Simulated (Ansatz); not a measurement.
**What pressure 0.9 GPa does to ZrO2**

The parent structure is ZrO$_{2}$ (space group P4_2/nmc, No. 137; a = 3.5845 Å, c = 5.1787 Å).

Modification: a hydrostatic pressure of 0.9 GPa.

Level of theory: PBEsol in Ansatz (plane waves to 420 eV, PAW, no spin-orbit coupling), earlier PAW set. Settings: 9×9×7 k-points, 0.05 eV Fermi–Dirac smearing.

The volume per atom falls by 0.05 Å³ (11.09 Å³ → 11.04 Å³) and the density grows by 0.03 g/cm³ (6.15 g/cm³ → 6.18 g/cm³). The lattice parameter a drops by 0.004 Å, from 3.584 Å to 3.580 Å and the shortest interatomic distance remains 2.073 Å. The band gap hardly moves (4.00 eV against 4.01 eV) (an upper bound: an edge found on the path is not a true extremum; the changed cell).

Final structure:

```
ZrO2
1.0
    3.58002     0.00000     0.00000
    0.00000     3.58002     0.00000
    0.00000     0.00000     5.16657
Zr O
2 4
Direct
  0.00000   0.00000   0.00000
  0.50000   0.50000   0.50000
  0.00000   0.50000   0.20229
  0.00000   0.50000   0.70229
  0.50000   0.00000   0.29771
  0.50000   0.00000   0.79771
```

Load acts through the strain it causes; cell and atoms are relaxed under it. Stability against distortions was not tested. This is not the structure that ZrO2 has at room temperature and ambient pressure.

Ansatz is a first-principles code.
